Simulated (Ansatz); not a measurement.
Start from GaN in the wurtzite structure (space group P6_3mc, No. 186; a = 3.183 Å, c = 5.185 Å).

Computed with PBEsol/PAW in Ansatz (a first-principles code), scalar-relativistic without spin-orbit coupling.

Base values:

| Quantity | Result |
|---|---|
| Volume per atom | 11.37 Å³ |
| Band gap | 1.88 eV |
| c/a ratio | 1.629 |

It is then changed as follows: a hydrostatic pressure of 60 GPa.

Task: Estimate the effect on the volume per atom, band gap and c/a ratio.

Result: The volume per atom falls by 2.10 Å³ to 9.27 Å³; the band gap goes up by 1.318 eV to 3.19 eV; the c/a ratio increases by 0.005 (1.629 → 1.634).

Load acts through the strain it causes; cell and atoms are relaxed under it. Whether these cells are dynamically stable was not tested. Measured, GaN leaves this structure (for rock salt) near 47 GPa (temperature not stated; as listed in Datta, Sujoy, Jana, Debnarayan, arXiv (2020)), on rising pressure, with hysteresis.
